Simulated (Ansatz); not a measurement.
C axis length of GeSb2Te4 (R3m, No. 160, 7 atoms in the cell; start mp-1224350) at several levels of theory

No measured value is used here.

Task: Put these levels in order of the c axis length that they give for GeSb2Te4 (R3m, No. 160, 7 atoms in the cell; start mp-1224350), smallest first: PBE (Ansatz, a program for electronic structure), PBE-D3(BJ) (Ansatz), PBEsol (Ansatz).

Result: PBEsol (40.420 Å), PBE-D3(BJ) (40.896 Å), PBE (42.383 Å)

PBE-D3(BJ): a distance lies near a switch of the dispersion term, which can move the cell. Ansatz's density-functional and Hartree–Fock values are scalar-relativistic unless marked +SOC, with PAW data made under PBE.

A start named mp-… is a Materials Project structure, which need not be a measured phase.
